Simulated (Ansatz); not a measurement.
The parent structure is Tl in the hcp (Mg type) structure (space group P6_3/mmc, No. 194; a = 3.4761 Å, c = 5.4715 Å; relaxed with 0.1 eV smearing). Axes: x lies along a and z along c of the hexagonal cell.

Method: Kohn–Sham DFT with the PBEsol functional, run in Ansatz (a program for electronic structure) with PAW and 420 eV plane waves, no spin-orbit coupling.

For the base:

Shortest interatomic distance: 3.393 Å

One thing is altered: a pure shear with ε_xz = ε_zx = 0.0086; the atoms relax in the strained cell.

Q: Predict the new stress.

A: The stress (xx, yy, zz, yz, xz, xy; compression positive) comes out as (0.0, 0.0, 0.0, 0.0, -0.2, 0.0) GPa.

Q: What does the calculation give for the shortest interatomic distance after the change?

A: The shortest interatomic distance decreases by 0.024 Å, from 3.393 Å to 3.369 Å.

Whether these cells are dynamically stable was not tested.
